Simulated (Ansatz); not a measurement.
**Al2O3: strain along the normal**

Al2O3 (corundum, R-3c, 8.761 Å³/atom at rest, c along z) under an equal strain ε in the (0001) plane with the normal axis free, as in a coherent film. PBE in Ansatz, a plane-wave DFT program (PAW, default set), 420 eV, 8×8×8 Γ-centred mesh, Fermi-Dirac smearing 0.05 eV; ions are relaxed within the symmetry of each cell.

Here s stands for strain and y for normal strain.

| strain (%) | normal strain (%) |
|---|---|
| -1.50 | 0.72 |
| -0.75 | 0.36 |
| 0.00 | 0.00 |
| 0.75 | -0.35 |
| 1.50 | -0.69 |
| 3.00 | ? |

Fit y of the 5 rows that show it with a straight line. Means: s 0, y 0.008. About the means, the sum of products is -2.6475 and the sum of squares of s is 5.6250; the slope is their ratio. Least squares gives y = 0.008 - 0.4707·s. Residuals (row less fit): 0.006, -0.001, -0.008, -0.005, 0.008; standard error 0.008 (degrees of freedom: 3). The slope, -0.47 ± 0.00, is the elastic response of the normal axis, −2C13/C33.

**Question.** Estimate the missing y (s = 3.00); what did the run itself give?

**Answer.** y = 0.008 - 0.4707 × 3.00 = -1.404%. The calculation gives -1.36%, 0.044% above the prediction (2.1 % of the range of y in the table). The row lies outside the fitted rows, so this is an extrapolation. From the scatter of the fitted rows alone, a prediction at this place has a standard error of 0.013%, so the miss is 3.4 times that.

One order more, fitted to all 9 runs of the series, follows each within 0.01, so the miss is the next term of a smooth law. Rows are the converged runs of the series near zero and its far end; series whose fitted rows scatter by over a few per cent of the range, as at a crossing or softening among them, aren't shown in this form. Most that stay on the fit to the last digits aren't either.
